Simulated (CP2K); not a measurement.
Band structure of Br (Cmce, 4 atoms in the cell).

```
Br
1.0
    4.04436     0.00000     0.00000
   -1.52971     3.74390     0.00000
    0.00000     0.00000     8.77842
Br
4
Direct
  0.86100   0.86100   0.88900
  0.63900   0.63900   0.38900
  0.36100   0.36100   0.61100
  0.13900   0.13900   0.11100
```

Level of theory: PBE, GPW, DZVP-MOLOPT-SR-GTH basis, GTH-PBE potentials (GTH_POTENTIALS) (CP2K 2026.2).

Settings: CUTOFF = 400 Ry; REL_CUTOFF = 60 Ry; SMEAR/METHOD = FERMI_DIRAC; ELECTRONIC_TEMPERATURE = 232.09 K; KPOINTS/SCHEME = MACDONALD 3 3 2 0 0 0.25; XC_FUNCTIONAL = PBE; Br/BASIS_SET = DZVP-MOLOPT-SR-GTH-q7; Br/POTENTIAL = GTH-PBE-q7; METHOD = GPW; EPS_DEFAULT = 1e-11; EXTRAPOLATION = USE_GUESS; NGRIDS = 4; SCF_GUESS = ATOMIC; EPS_SCF = 1e-07.

The starting cell has typed, rounded lattice constants, without a prior relaxation at this level. Its lattice was rescaled by a random factor within 2.5 % of one. Values carry the incompleteness of an atom-centred basis.

### Question
Predict the gap along the standard path and the places of the band edges.

### Answer
The gap along the path is 1.60 eV, from R to a point between Γ and X; the smallest direct gap on it is 1.63 eV. Another conduction valley lies within 0.1 eV, so the order of the valleys is not sure.

Levels in eV from the top of the valence band on the SCF mesh, bands 11 to 15:
```
point     11     12     13     14    15
-----  -----  -----  -----  -----  ----
Γ      -0.99  -0.42  -0.02   0.00  1.63
X      -1.18  -0.88  -0.42  -0.06  1.96
S      -0.91  -0.91  -0.25  -0.25  2.41
R      -0.56  -0.56   0.01   0.01  2.07
A      -0.56  -0.56  -0.50  -0.50  2.08
Z      -0.90  -0.90  -0.01  -0.01  1.96
Y      -1.42  -1.19  -0.50  -0.07  1.71
X1     -1.18  -0.88  -0.42  -0.06  1.96
A1     -0.56  -0.56  -0.50  -0.50  2.08
T      -1.00  -1.00  -0.67  -0.67  1.89
```

Higher empty bands are left out: an atom-centred basis made for the valence describes them poorly.
